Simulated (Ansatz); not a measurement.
**What uniaxial strain ε_zz = −1.20 % does to SrTiO3**

Consider SrTiO$_{3}$ in the cubic perovskite structure (space group Pm-3m, No. 221; a = 3.854 Å). Axes: x, y, z lie along the cube axes.

The change: uniaxial strain ε_zz = −1.20 %, all other strain components held at zero; the atoms relax in the strained cell.

Level of theory: LDA (Ansatz, a program for electronic structure; PAW; 420 eV plane waves; no spin-orbit coupling). Γ-centred 9×9×9 mesh, Fermi–Dirac width 0.05 eV.

```tsv
quantity	base	changed	shift
volume per atom	11.45 Å³	11.31 Å³	-0.14 Å³
space group	Pm-3m (No. 221)	P4/mmm (No. 123)	–
shortest interatomic distance	3.642 bohr	3.598 bohr	-0.044 bohr
energy relative to the base (free energy F)	0 meV/atom	+2.0 meV/atom	+2.0 meV/atom
pressure (mean of the normal stresses, compression positive)	0.00 GPa	2.55 GPa	+2.55 GPa
band gap	1.85 eV	1.85 eV	0.00 eV
gap character	–	indirect, A → Γ	–
smallest direct gap	2.17 eV	2.16 eV	-0.017 eV
stress (xx, yy, zz, yz, xz, xy; compression positive)	–	(1.37, 1.37, 4.90, 0.00, 0.00, 0.00) GPa	–
```

Cost of the whole job for the changed cell (relaxation, final SCF and bands): very roughly 10 core-seconds.

Whether these cells are dynamically stable was not tested. The final runs are not spin-polarised. Many cubic perovskites are stable only at high temperature; tilts and polar distortions were not tested. k-point labels follow each cell's own Brillouin zone.
